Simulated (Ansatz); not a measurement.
Worked example: self-consistent single point of ZrSc (P-6m2, 2 atoms in the cell) in Ansatz (a first-principles code)

Level of theory: LDA (PW92), default PAW files made with PBE (plane waves; Ansatz).

Input:

Ansatz 0.2 input:
```yaml
crystal:
  lattice:
    - [3.299264, 0.000000, 0.000000]
    - [-1.649632, 2.857246, 0.000000]
    - [0.000000, 0.000000, 5.180785]
  atoms:
    - { symbol: Zr, position: [0.666667, 0.333333, 0.000000] }
    - { symbol: Sc, position: [0.000000, 0.000000, 0.500000] }
basis:
  ecutwfc: 420.0 eV
kpoints:
  mp_grid: { grid: [11, 11, 7] }
hamiltonian:
  xc: lda
  pseudopotentials: { kind: paw }
scf:
  occupations: { method: fermi_dirac, width: 0.1 eV }
output:
  forces: true
  eigenvalues: true
  stress: true
```

Log, with long lists cut:

```
WARN the atoms were moved onto the symmetric positions of the space group found under crystal.symmetry.tolerance 1.0e-5 (fractional …
WARN ansatz: RAYON_NUM_THREADS=1 ignored (pool sized by the plan → 1); use --threads N
Pseudopotentials: kind: paw
Pseudopotential: Zr, paw, valence charge 12
Pseudopotential: Sc, paw, valence charge 11
Crystal: 2 atoms, lattice volume = 48.838 Å³
Basis set: ecut = 420 eV, 965 PW (Γ)
Bands: 16, of which v1, the nominal top of the filled ones, is band 12 counted from 1 (11 counted from 0)
Symmetry: 12 space group operations
Space group: P-6m2 (ITA 187), of the structure as read, at distance tolerance 3.7e-5 Å
k-points: 64 of 847 (time reversal used)
PAW frozen core: Zr, regenerated for the run's functional, and the local potential with it
PAW frozen core: Sc, regenerated for the run's functional, and the local potential with it
Initial density: superposition of atomic densities (neutral atoms: chi_scale 0, normalization atom), corrected by the library's trained network
Initial wavefunctions: pseudopotential atomic-orbital guess
Eigensolver: davidson
Functional: x = slater, c = lda
SCF iter   1: F=—  HF=-6166.409890 eV  |F-HF|=—  |Δ(HF+E_count)|=         —  Δρ=5.02e-3  dr2=4.63e-3  ethr=1.77e-3  ⟨swp⟩=4.2  Hψ=4241  notcnv=0
all-band conjugate gradients solve this SCF's bands
preconditioner: auto → none
SCF iter   2: F=—  HF=-6166.409044 eV  |F-HF|=—  |Δ(HF+E_count)|=   8.46e-4  Δρ=2.84e-3  dr2=1.98e-3  ethr=2.01e-5  ⟨swp⟩=1.3  Hψ=1771  notcnv=0
SCF iter   3: F=—  HF=-6166.409119 eV  |F-HF|=—  |Δ(HF+E_count)|=   7.54e-5  Δρ=4.18e-4  dr2=1.69e-4  ethr=8.59e-6  ⟨swp⟩=2.8  Hψ=1746  notcnv=0
SCF iter   4: F=—  HF=-6166.409113 eV  |F-HF|=—  |Δ(HF+E_count)|=   6.79e-6  Δρ=2.27e-4  dr2=1.20e-4  ethr=7.36e-7  ⟨swp⟩=2.0  Hψ=1247  notcnv=0
SCF iter   5: F=—  HF=-6166.409101 eV  |F-HF|=—  |Δ(HF+E_count)|=   1.15e-5  Δρ=8.13e-5  dr2=9.80e-6  ethr=5.23e-7  ⟨swp⟩=1.0  Hψ=1025  notcnv=0
SCF iter   6: F=—  HF=-6166.409100 eV  |F-HF|=—  |Δ(HF+E_count)|=   1.46e-6  Δρ=2.03e-5  dr2=6.25e-7  ethr=4.26e-8  ⟨swp⟩=1.1  Hψ=1029  notcnv=0
SCF iter   7: F=-6166.409100 eV  HF=-6166.409100 eV  |F-HF|=1.94e-8  |Δ(HF+E_count)|=   6.88e-8  Δρ=4.37e-6  dr2=2.23e-8  ethr=4.35e-10  ⟨swp⟩=3.0  Hψ=3732  notcnv=0
SCF 1 converged in 7 iterations: F = -6166.409100 eV  dr2 = 2.23e-8
SCF converged after 7 iterations
Free energy (F): -6166.409100 eV
Harris-Foulkes:  -6166.409100 eV  (|F-HF|=1.94e-8)
Internal energy: -6166.307584 eV  (E = F + TS)
E sigma→0 (E₀):  -6166.358342 eV
Entropy (-TS):   -0.101515 eV (-50.758 meV/atom)
Fermi energy:    10.931800 eV
--- Per-component energies (eV) ---
  E_band       = -279.043068
  E_kinetic    = 591.259278
  E_local      = -1499.502549  (includes V_loc(G=0)·N_el)
  E_nonlocal   = 171.531034
  E_hartree    = 487.783573
  E_xc         = -262.046552
  E_vxc        = -317.135462  (∫ρ·V_xc dr)
  E_paw        = -3759.159948  (= ΣΔE_a)
  E_vpaw       = -200.760125  (= ΣTr[D̂ρ^β])
  E_aug_tail   = 0.000033  (compensation charges beyond the density's cutoff)
  E_ewald      = -1896.847778
  E_core_change = 0.675324  (= ΣΔE_core)
  E_smearing   = -0.101515  (= −TS)
  E_closure    = 0.000000  (closes the sum)
  Σ components = -6166.409100   (vs F -6166.409100, Δ=0.00e0)
--- Forces (eV/Å), atoms counted from 1 ---
  atom   1  Zr    -0.00000000    -0.00000000     0.00000000
  atom   2  Sc     0.00000000     0.00000000     0.00000000
  max |Σ_I F_I| component: 7.86e-17 eV/Å
--- Stress (GPa, compression-positive) ---
       -7.371021      -0.000000       0.000000
       -0.000000      -7.371021      -0.000000
        0.000000      -0.000000      -6.859261
  P = ⅓ Tr σ = -7.2004 GPa (-72.004 kbar)
  The stress holds the Pulay correction. Without it, at fixed plane waves, as pw.x and ABINIT print it: P = -7.2102 GPa
--- Band table (eV; the first three rows and the last of 64) ---
  k-point 0: bands = ["-37.8907", "-37.6481", "-16.8954", "-16.6413", "-16.6413", "-15.6924", "-15.4042", "-15.4042", "5.6992", "8.6862", "11.9357", "12.1329", "12.1329", "12.5154", "12.8462", "12.8462"]
  k-point 1: bands = ["-37.8887", "-37.6502", "-16.8803", "-16.6410", "-16.6410", "-15.7105", "-15.4045", "-15.4045", "5.8491", "8.6129", "11.7002", "12.0620", "12.0620", "12.4239", "12.7354", "12.7354"]
  k-point 2: bands = ["-37.8842", "-37.6549", "-16.8448", "-16.6403", "-16.6403", "-15.7528", "-15.4054", "-15.4054", "6.2773", "8.3113", "11.3200", "11.9662", "11.9662", "12.1854", "12.5165", "12.5165"]
  k-point 63: bands = ["-37.8389", "-37.5864", "-16.8833", "-16.8156", "-16.7952", "-15.8256", "-15.7225", "-15.6655", "9.6724", "10.0731", "10.4020", "10.6538", "11.0433", "11.3571", "13.0467", "13.4274"]
```

The run converged in 7 iterations.

The starting cell comes from a database of computed structures (which also holds hypothetical and non-ambient phases and stackings), without a prior relaxation at this level. Its lattice was rescaled by up to half a per cent. With a pressure of about -7 GPa the cell is away from its equilibrium volume at this level. Ansatz's pressure includes its estimate of the finite-basis (Pulay) stress.
